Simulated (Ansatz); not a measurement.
## A computed series for SiO2: response to strain

Consider SiO2 in the rutile structure (space group P4_2/mnm, No. 136; a = 4.155 Å, c = 2.661 Å). Axes: x, y, z lie along a, b, c of the conventional cell.

Strains are applied to the cell and any free atomic positions relax.

All numbers come from LDA, PAW, 420 eV (Ansatz, a quantum-chemistry and plane-wave program; spin-orbit coupling left out).

Notes on the quantities. energy relative to the base: free energy F.

```csv
case,energy relative to the base,largest internal atomic displacement,hole mass,electron mass
base,0 meV/atom,–,"1.7 mₑ along c, 1.1 mₑ across (at Γ)","0.40 mₑ along c, 0.52 mₑ across (at Γ)"
uniaxial strain ε_xx = −3.00 %,+10 meV/atom,0.041 Å,"1.4 mₑ along x, 0.87 mₑ along y, 1.5 mₑ along z (at Γ)","0.60 mₑ along x, 0.51 mₑ along y, 0.40 mₑ along z (at Γ)"
uniaxial strain ε_xx = −2.40 %,+6.5 meV/atom,0.032 Å,"1.3 mₑ along x, 0.90 mₑ along y, 1.6 mₑ along z (at Γ)","0.58 mₑ along x, 0.51 mₑ along y, 0.40 mₑ along z (at Γ)"
uniaxial strain ε_xx = −1.80 %,+3.6 meV/atom,0.025 Å,"1.2 mₑ along x, 0.93 mₑ along y, 1.6 mₑ along z (at Γ)","0.57 mₑ along x, 0.51 mₑ along y, 0.40 mₑ along z (at Γ)"
uniaxial strain ε_xx = −1.20 %,+1.6 meV/atom,0.016 Å,"1.2 mₑ along x, 0.97 mₑ along y, 1.6 mₑ along z (at Γ)","0.55 mₑ along x, 0.52 mₑ along y, 0.40 mₑ along z (at Γ)"
uniaxial strain ε_xx = −0.60 %,+0.4 meV/atom,–,–,"0.40 mₑ along z, 0.53 mₑ across (at Γ)"
```

The levels and masses belong to the bands next to the band gap. Effective masses come from finite differences of ±0.01 Å⁻¹. Stability against distortions was not tested.
